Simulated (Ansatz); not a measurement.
# SiC, thickness series

Start from SiC in the wurtzite structure (space group P6_3mc, No. 186).

```yaml
crystal:
  lattice:
    - [3.07548, 0.00000, 0.00000]
    - [-1.53774, 2.66344, 0.00000]
    - [0.00000, 0.00000, 5.04859]
  atoms:
    - { symbol: Si, position: [0.66667, 0.33333, 0.00050] }
    - { symbol: Si, position: [0.33333, 0.66667, 0.50050] }
    - { symbol: C, position: [0.66667, 0.33333, 0.62470] }
    - { symbol: C, position: [0.33333, 0.66667, 0.12470] }
```

Cartesian axes are those of the cell as printed.

Free-standing slabs (4 atom(s) a layer) normal to the y axis with 15 Å of vacuum; in-plane cell held at bulk.

Computed with Ansatz (an electronic-structure program), r2SCAN, PAW, cutoff 500 eV, scalar-relativistic without spin-orbit coupling, earlier PAW set.

Notes on the quantities. excess energy per area of both faces: slab less bulk energy over the cell's area: twice a surface energy.

```tsv
variant	thickness between the outermost nuclei	change of the spacing d12 from its bulk value of 0.888 Å	band gap	excess energy per area of both faces
base	–	–	2.65 eV	–
1 layer	0.30 Å	–	[?]	–
2 layers	3.38 Å	-32.6 %	1.48 eV	[?]
3 layers	6.02 Å	[?]	[?]	5.15 J/m²
4 layers	8.69 Å	-25.3 %	1.67 eV	5.20 J/m²
```

**Question.** What belongs in the blanks?

**Answer.** 
- 1 layer, band gap: 2.97 eV
- 2 layers, excess energy per area of both faces: 4.87 J/m²
- 3 layers, change of the spacing d12 from its bulk value of 0.888 Å: -26.4 %
- 3 layers, band gap: 1.64 eV

Slab and bulk use different k-meshes, which limits the precision of the excess energy. Semilocal Kohn–Sham gaps tend to fall short of experiment. No phonon test of stability was made.
